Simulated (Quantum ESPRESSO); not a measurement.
## Short convergence ladders for GdO (F-43m, 2 atoms in the cell)

```yaml
crystal:
  lattice:
    - [0.00000, 2.70962, 2.70962]
    - [2.70962, 0.00000, 2.70962]
    - [2.70962, 2.70962, 0.00000]
  atoms:
    - { symbol: Gd, position: [0.00000, 0.00000, 0.00000], spin: 7.0 }
    - { symbol: O, position: [0.25000, 0.25000, 0.25000] }
```
(The spins are starting values, not results.)

Base method: PBEsol, SSSP 1.1.2 precision (PBE) pseudopotentials (plane waves; Quantum ESPRESSO).

Base settings: ecutwfc = 65 Ry; ecutrho = 520 Ry; occupations = smearing; smearing = fd; degauss = 0.0073499 Ry; nspin = 2; input_dft = pbesol; potentials = {Gd: Gd.GGA-PBE-paw-v1.0.UPF, O: O.pbe-n-kjpaw_psl.0.1.UPF}; K_POINTS = automatic 4 4 4 0 0 0; conv_thr = 1e-11 Ry.

The count of work is k-points × plane waves × bands × iterations; it is no time. Core times come from one kind of shared machine, to one figure; runs under 30 s give none.

**The plane-wave cutoff**

Moved along: ecutrho.

The second cell is the first with its lattice scaled by 0.98.

The mesh stays at the base's, so the ladder's end is converged at best in this setting alone.

Only quantities that move along the ladder and can be compared are tabulated.

```tsv
ecutwfc	free energy less the last step's (meV/atom)	energy of the compressed cell less the first (meV/atom)	pressure (GPa)	count of work / last
23 Ry	2321.24	-27.70	-64.71	0.088
29 Ry	596.21	-16.29	-27.25	0.14
36 Ry	93.05	-14.09	-9.70	0.17
46 Ry	13.07	-14.12	-4.87	0.30
58 Ry	7.89	-14.09	-4.78	0.46
65 Ry	4.75	-14.16	-4.81	0.70
98 Ry	0.00	-14.13	-4.67	1.0
```

Coarsest ecutwfc that holds the pressure within 0.5 GPa of the last step, with all finer ones: 46 Ry, at 0.30 of the last step's count of work; the step before is off by 5.0 GPa.

Coarsest ecutwfc that holds the free energy within 2 meV/atom: not settled: the last two steps still differ by 4.7 meV/atom, over half the tolerance, so the ladder does not show it.

Coarsest ecutwfc that holds the energy of the compressed cell less the first within 0.5 meV/atom of the last step, with all finer ones: 36 Ry, at 0.17 of the last step's count of work; the step before is off by 2.2 meV/atom.

At the lowest cutoff the pressure lies 60.0 GPa under the last step's, the usual sign of Pulay stress in an incomplete plane-wave basis.

**The cutoff for other potential files**

Level: DFT, PBEsol, plane waves, PSlibrary PAW (PBE, semicore) pseudopotentials.

In this ladder: pseudopotentials = {Gd: Gd.pbe-spdfn-kjpaw_psl.1.0.0.UPF, O: O.pbe-n-kjpaw_psl.0.1.UPF}. Moved along: ecutrho.

The second cell is the first with its lattice scaled by 0.98.

The mesh stays at the base's, so the ladder's end is converged at best in this setting alone.

Only quantities that move along the ladder and can be compared are tabulated.

| ecutwfc | free energy less the last step's (meV/atom) | energy of the compressed cell less the first (meV/atom) | pressure (GPa) | net moment (μB/atom) | count of work / last | core time / last (rough) |
|---|---|---|---|---|---|---|
| 58 Ry | 9465.30 | 21.33 | -532.26 | 3.655 | 0.21 | 0.2 |
| 72 Ry | 698.33 | -27.46 | -51.66 | 3.735 | 0.14 | 0.2 |
| 91 Ry | 229.03 | -18.32 | -6.58 | 3.755 | 0.20 | 0.2 |
| 110 Ry | 99.67 | -18.34 | -9.42 | 3.750 | 0.29 | 0.2 |
| 156 Ry | 19.85 | -18.52 | -5.52 | 3.750 | 0.47 | 0.5 |
| 260 Ry | 0.00 | -18.48 | -5.23 | 3.750 | 1.0 | 1 |

Coarsest ecutwfc that holds the energy of the compressed cell less the first within 1 meV/atom of the last step, with all finer ones: 91 Ry, at 0.20 of the last step's count of work and about 0.2 of the last step's time; the step before is off by 9.0 meV/atom.

Coarsest ecutwfc that holds the pressure within 1 GPa of the last step, with all finer ones: 156 Ry; the step before is off by 4.2 GPa.

Coarsest ecutwfc that holds the free energy within 5 meV/atom: not settled: the last two steps still differ by 20 meV/atom, over half the tolerance, so the ladder does not show it.

At the lowest cutoff the pressure lies 527 GPa under the last step's, the usual sign of Pulay stress in an incomplete plane-wave basis.

**The density cutoff**

The mesh stays at the base's, so the ladder's end is converged at best in this setting alone.

Only quantities that move along the ladder and can be compared are tabulated.

```csv
ecutrho,free energy less the last step's (meV/atom),pressure (GPa)
130 Ry,-3.99,-4.54
195 Ry,-0.27,-4.81
260 Ry,0.02,-4.81
390 Ry,0.00,-4.81
520 Ry,-0.01,-4.81
650 Ry,0.00,-4.81
780 Ry,0.00,-4.81
```

Coarsest ecutrho that holds the pressure within 0.2 GPa of the last step, with all finer ones: 195 Ry; the step before is off by 0.27 GPa.

Coarsest ecutrho that holds the free energy within 1 meV/atom of the last step, with all finer ones: 195 Ry; the step before is off by 4.0 meV/atom.

On the base run: the starting cell comes from a database of computed structures (which also holds hypothetical and non-ambient phases and stackings), without a prior relaxation at this level. Its lattice was rescaled by up to half a per cent. With one magnetic atom in the cell only a parallel order is possible. With U or open f shells several self-consistent states can exist. The f electrons are in the valence without U or exact exchange, which can misplace them near the Fermi level. Spin-orbit terms, which matter for f shells, are left out. In the base run, with a pressure of about -5 GPa the cell is away from its equilibrium volume at this level. Without a gap this mesh is coarse (it stands for a supercell whose shortest vector is 15 Å).
